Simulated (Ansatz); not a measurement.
## C11b MoSi2

These are RPBE in Ansatz (plane waves, PAW) values and carry that method's errors.

Numerical settings: plane-wave cutoff 520 eV, 24×24×24 k mesh, Fermi–Dirac smearing 0.05 eV, no spin polarisation, scalar-relativistic PAW data made under PBE.

Cell (relaxed at this level):

```cif
data_Mo2Si4
_chemical_formula_sum 'Si4 Mo2'
_space_group_name_H-M_alt 'I4/mmm'
_space_group_IT_number 139
_space_group_name_Hall '-I 4 2'
_cell_length_a 3.23090
_cell_length_b 3.23090
_cell_length_c 7.90398
_cell_angle_alpha 90.000
_cell_angle_beta 90.000
_cell_angle_gamma 90.000
loop_
_atom_site_label
_atom_site_type_symbol
_atom_site_symmetry_multiplicity
_atom_site_Wyckoff_symbol
_atom_site_fract_x
_atom_site_fract_y
_atom_site_fract_z
_atom_site_occupancy
Si1 Si 4 e 0.00000 0.00000 0.33509 1
Mo1 Mo 2 a 0.00000 0.00000 0.00000 1
```
(The calculation used a cell of 3 atoms; values per cell refer to that cell.)

| Item | Result |
|---|---|
| bulk modulus B0 | 198 GPa |
| band gap | none |
| pressure derivative B′ of the bulk modulus | 4.5 |

Measured, for comparison: bulk modulus 222 ± 2 GPa (room temperature, no zero-point or thermal correction, B' = 4; as tabulated in Structural stability of MoSi2 and Mo5Si3 under high pressure, Chin. Phys. B 26 …). Computed (rounded) less measured: bulk modulus -11 %.

Note: the bulk modulus comes from volumes at which shape and atoms were relaxed.

Spin–orbit coupling is not included.

Static lattice: no zero-point or thermal effects.

The result took about 14 core-minutes (a rough figure).

Ansatz is a quantum-chemistry and plane-wave program.
